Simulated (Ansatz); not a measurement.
The parent structure is BP in the zinc blende structure (space group F-43m, No. 216; a = 4.537 Å). Axes: x, y, z lie along the cube axes.

Calculations: Kohn–Sham DFT with the r2SCAN functional, run in Ansatz (an electronic-structure program) with PAW and 500 eV plane waves, no spin-orbit coupling.

For the base:

The smallest direct gap is 3.60 eV and the valley order is a point along ⟨100⟩, about 1.2 Å⁻¹ from Γ 1.41 eV.

Modification: the cell is stretched by 5.50 % along x with no lateral relaxation, atoms relaxed at fixed cell.

Question: Predict the new energy relative to the base.

Answer: The energy grows by 38 meV/atom.

Question: What does the calculation give for the stress after the change?

Answer: The stress (xx, yy, zz, yz, xz, xy; compression positive) comes out as (-18.65, -2.98, -2.98, 0.00, 0.00, 0.00) GPa.

Question: What happens to the smallest direct gap?

Answer: The smallest direct gap falls by 0.36 eV to 3.24 eV.

Question: Estimate the effect on the valley order.

Answer: The valley order (the lowest conduction-band minima on the path, energy above the VBM, named in the base's zone) goes from a point along ⟨100⟩, about 1.2 Å⁻¹ from Γ 1.41 eV to a point along [001], about 1.1 Å⁻¹ from Γ 1.08 eV; a point along [100], about 1.2 Å⁻¹ from Γ 1.77 eV.

The cells carry an imposed strain or load. Stability against distortions was not tested.
